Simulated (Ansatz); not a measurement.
O on the 1x1 (100) surface of fcc Cu, one in a 3x3 cell, energies for each (59.3 Å²). Energies are against ½ O2(g), without zero-point or thermal terms; each row is named by its start.

Computed with PBE (plane waves to 420 eV, PAW; Ansatz, an electronic-structure program).

### Question
Which site binds most strongly?
A) top Cu
B) bridge Cu-Cu (span 2.6 Å)
C) hollow Cu-Cu-Cu-Cu over Cu at depth 1.8 Å

### Answer
C, hollow Cu-Cu-Cu-Cu over Cu at depth 1.8 Å. Adsorption energies: hollow Cu-Cu-Cu-Cu over Cu at depth 1.8 Å -1.94 eV; bridge Cu-Cu (span 2.6 Å) -1.20 eV; top Cu 0.02 eV.
